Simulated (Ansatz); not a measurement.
Pd₂Al₃ (P-3m1, No. 164, 5 atoms in the cell; start mp-10901), treated with LDA in Ansatz (PAW).

Run with plane-wave cutoff 520 eV, 18×18×12 k mesh (along the axes of the cell as run), Fermi–Dirac smearing 0.05 eV, scalar-relativistic PAW data made under PBE.

Cell (relaxed at this level):

```yaml
crystal:
  lattice:
    - [4.16897, 0.00000, 0.00000]
    - [-2.08449, 3.61044, 0.00000]
    - [0.00000, 0.00000, 5.11004]
  atoms:
    - { symbol: Al, position: [0.00000, 0.00000, 0.00000] }
    - { symbol: Al, position: [0.33333, 0.66667, 0.64535] }
    - { symbol: Al, position: [0.66667, 0.33333, 0.35465] }
    - { symbol: Pd, position: [0.33333, 0.66667, 0.15606] }
    - { symbol: Pd, position: [0.66667, 0.33333, 0.84394] }
```

Q: What does this level give for the bulk modulus?

A: 
* **bulk modulus**: 149 GPa

The run finds no gap.

Note: the bulk modulus is −V dP/dV from two relaxed cells at ±2 % in volume; the relaxation could not lower the start's symmetry, so the cell can be a saddle point above a distorted one.

The computed numbers hold no vibrational or temperature effects.

A start named mp-… is a Materials Project structure, which need not be a measured phase.

Ansatz is a quantum-chemistry and plane-wave program.
